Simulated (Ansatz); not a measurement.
S on the 1x1 (111) surface of fcc Ni, ferromagnetic, one in a 2x2 cell, energies for each (21.5 Å²). Energies are against ⅛ S8(g), without zero-point or thermal terms; each row is named by its start.

Computed with PBE (plane waves to 420 eV, PAW; Ansatz, an electronic-structure program).

Problem. Which site binds most strongly?
A) hollow Ni-Ni-Ni over Ni at depth 2.0 Å
B) hollow Ni-Ni-Ni over Ni at depth 4.0 Å
C) top Ni

Solution. B, hollow Ni-Ni-Ni over Ni at depth 4.0 Å. Adsorption energies: hollow Ni-Ni-Ni over Ni at depth 4.0 Å -2.10 eV; hollow Ni-Ni-Ni over Ni at depth 2.0 Å -2.04 eV; top Ni -0.60 eV.
